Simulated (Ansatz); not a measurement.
A hypothetical phase is included: elements placed on a structure type, which no database files for this compound.

By PBEsol, the system below comes out a metal.

A figure of merit of an interconnect metal is its ballistic conductance per area.

Here is the system:

```yaml
crystal:
  lattice:
    - [3.07175, 0.00000, 0.00000]
    - [0.00000, 4.34411, 0.00000]
    - [0.00000, 2.17206, 2.17206]
  atoms:
    - { symbol: Nb, position: [0.00000, 0.00000, 0.00000] }
    - { symbol: P, position: [0.50000, 0.50000, 0.00000] }
```

The cell was relaxed by PBE-D3(BJ); by PBEsol it stands under a pressure of 1.5 GPa.

The current flows along the normal of the first two printed cell vectors, the (110) plane of the conventional cell. No spin-orbit coupling; the value is a mean over 0.1 eV about the Fermi level.

### Question
State the ballistic conductance per area according to PBEsol (Ansatz, a first-principles code).

### Answer
0.72 × 10¹⁵ S/m² for both spins.
